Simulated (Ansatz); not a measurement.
Ansatz (an electronic-structure program) run on CaPbF6 (I4mm, 8 atoms in the cell): self-consistent single point.

Computed with LDA (PW92), default PAW files made with PBE (plane waves; Ansatz).

The change in words: lattice scaled by 0.98. Reference geometry:
```
CaPbF6
1.0
    0.00000     4.32994     4.32994
    4.32994     0.00000     4.32994
    4.32994     4.32994     0.00000
Ca Pb F
1 1 6
Direct
  0.50577   0.50577   0.49423
  0.00000   0.00000   0.00000
  0.76012   0.76012   0.23988
  0.23988   0.23988   0.76012
  0.23988   0.76012   0.76012
  0.76012   0.23988   0.23988
  0.76012   0.23988   0.76012
  0.23988   0.76012   0.23988
```

Reference input (self-consistent single point, DFT, LDA (PW92), plane waves, default PAW files made with PBE): basis.ecutwfc = 420 eV; kpoints.mp_grid.grid = 5 5 5; hamiltonian.xc = lda; hamiltonian.pseudopotentials = {kind: paw} (the program's default PAW files); scf.occupations.method = fermi_dirac; scf.occupations.width = 0.01 eV. This run's input differs from it in these lines:

Ansatz 0.2 input:
```diff
@@ -3,14 +3,14 @@
   lattice:
-    - [0.00000000, 4.32993600, 4.32993600]
-    - [4.32993600, 0.00000000, 4.32993600]
-    - [4.32993600, 4.32993600, 0.00000000]
+    - [0.00000000, 4.24333700, 4.24333700]
+    - [4.24333700, 0.00000000, 4.24333700]
+    - [4.24333700, 4.24333700, 0.00000000]
   atoms:
-    - { symbol: Ca, position_ang: [4.32993600, 4.32993600, 4.37993810] }
+    - { symbol: Ca, position_ang: [4.24333700, 4.24333700, 4.29233906] }
     - { symbol: Pb, position_ang: [0.00000000, 0.00000000, 0.00000000] }
-    - { symbol: F, position_ang: [4.32993600, 4.32993600, 6.58254190] }
-    - { symbol: F, position_ang: [4.32993600, 4.32993600, 2.07733010] }
-    - { symbol: F, position_ang: [6.58254190, 4.32993600, 4.32993600] }
-    - { symbol: F, position_ang: [2.07733010, 4.32993600, 4.32993600] }
-    - { symbol: F, position_ang: [4.32993600, 6.58254190, 4.32993600] }
-    - { symbol: F, position_ang: [4.32993600, 2.07733010, 4.32993600] }
+    - { symbol: F, position_ang: [4.24333700, 4.24333700, 6.45089064] }
+    - { symbol: F, position_ang: [4.24333700, 4.24333700, 2.03578336] }
+    - { symbol: F, position_ang: [6.45089064, 4.24333700, 4.24333700] }
+    - { symbol: F, position_ang: [2.03578336, 4.24333700, 4.24333700] }
+    - { symbol: F, position_ang: [4.24333700, 6.45089064, 4.24333700] }
+    - { symbol: F, position_ang: [4.24333700, 2.03578336, 4.24333700] }
 basis:
```

The program printed (abridged):

```
SCF iter   1: F=—  HF=-18141.947252 eV  |F-HF|=—  |Δ(HF+E_count)|=         —  Δρ=1.62e-2  dr2=2.90e-1  ethr=1.77e-3  ⟨swp⟩=9.3  Hψ=3924  notcnv=0
all-band conjugate gradients solve this SCF's bands
preconditioner: auto → Resta (q_TF=auto, 2.372 Å⁻¹)
SCF iter   2: F=—  HF=-18141.870909 eV  |F-HF|=—  |Δ(HF+E_count)|=   7.63e-2  Δρ=4.92e-3  dr2=1.25e-2  ethr=4.40e-4  ⟨swp⟩=2.7  Hψ=1312  notcnv=0  defer=35
   [... lines left out ...]
SCF iter   5: F=—  HF=-18141.866320 eV  |F-HF|=—  |Δ(HF+E_count)|=   5.31e-6  Δρ=8.60e-5  dr2=7.73e-6  ethr=1.72e-7  ⟨swp⟩=2.0  Hψ=928  notcnv=0  defer=35
SCF iter   6: F=—  HF=-18141.866446 eV  |F-HF|=—  |Δ(HF+E_count)|=   1.26e-4  Δρ=4.84e-5  dr2=2.45e-6  ethr=1.17e-8  ⟨swp⟩=2.0  Hψ=1270  notcnv=0  defer=35
SCF iter   7: F=—  HF=-18141.866446 eV  |F-HF|=—  |Δ(HF+E_count)|=   2.36e-7  Δρ=7.48e-6  dr2=1.85e-7  ethr=3.71e-9  ⟨swp⟩=2.1  Hψ=1223  notcnv=0  defer=35
SCF iter   8: F=-18141.866447 eV  HF=-18141.866447 eV  |F-HF|=5.01e-8  |Δ(HF+E_count)|=   5.01e-7  Δρ=3.43e-6  dr2=2.59e-8  ethr=1.52e-10  ⟨swp⟩=11.3  Hψ=3332  notcnv=0
SCF 1 converged in 8 iterations: F = -18141.866447 eV  dr2 = 2.59e-8
Free energy (F): -18141.866447 eV
Internal energy: -18141.866447 eV  (E = F + TS)
E sigma→0 (E₀):  -18141.866447 eV
Fermi energy:    0.744260 eV
--- Forces (eV/Å), atoms counted from 1 ---
  atom   1  Ca    -0.00000000     0.00000000    -0.43284402
  atom   2  Pb    -0.00000000     0.00000000     0.21081193
  atom   3  F     -0.00000000     0.00000000    -0.26160454
  atom   4  F      0.00000000     0.00000000     0.51458730
  atom   5  F     -0.41834444     0.00000000    -0.00773546
  atom   6  F      0.41834444     0.00000000    -0.00773546
  atom   7  F      0.00000000    -0.41834444    -0.00773546
  atom   8  F      0.00000000     0.41834444    -0.00773546
--- Stress (GPa, compression-positive) ---
        0.910403       0.000000       0.000000
        0.000000       0.910403       0.000000
        0.000000       0.000000       1.060183
  P = ⅓ Tr σ = 0.9603 GPa (9.603 kbar)
  The stress holds the Pulay correction. Without it, at fixed plane waves, as pw.x and ABINIT print it: P = 0.2994 GPa
```

The run converged in 8 iterations. Against the reference run the free energy goes down by 9.6 meV/atom, the pressure goes from -3.29 to 0.96 GPa, the largest force goes from 0.341 to 0.515 eV/Å and the gap on the mesh goes from 3.511 to 4.086 eV.

The starting cell comes from a database of computed structures (which also holds hypothetical and non-ambient phases and stackings), without a prior relaxation at this level. Its lattice was rescaled by up to half a per cent. One atom was moved a little off its site on purpose. For this run, on top of that: lattice scaled by 0.98. Spin-orbit coupling is off. Ansatz's pressure includes its estimate of the finite-basis (Pulay) stress. Without the estimate this run gives 0.30 GPa.
